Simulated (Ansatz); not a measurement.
Response to strain in GaSb

The reference is GaSb in the zinc blende structure (space group F-43m, No. 216; a = 6.111 Å).

Strains are applied to the cell and any free atomic positions relax.

Computed with PBEsol (Ansatz, an electronic-structure program, PAW, no SOC).

Candidates:
(a) isotropic strain −0.50 %
(b) isotropic strain +2.50 %
(c) isotropic strain +1.00 %
(d) isotropic strain −1.50 %

Notes on the quantities. energy relative to the base: free energy F.

Q: Order them by energy relative to the base, highest first.

A: (b) isotropic strain +2.50 % (+24 meV/atom), (d) isotropic strain −1.50 % (+9.8 meV/atom), (c) isotropic strain +1.00 % (+4.0 meV/atom), (a) isotropic strain −0.50 % (+1.0 meV/atom)

No phonon test of stability was made. All final runs are without spin polarisation.
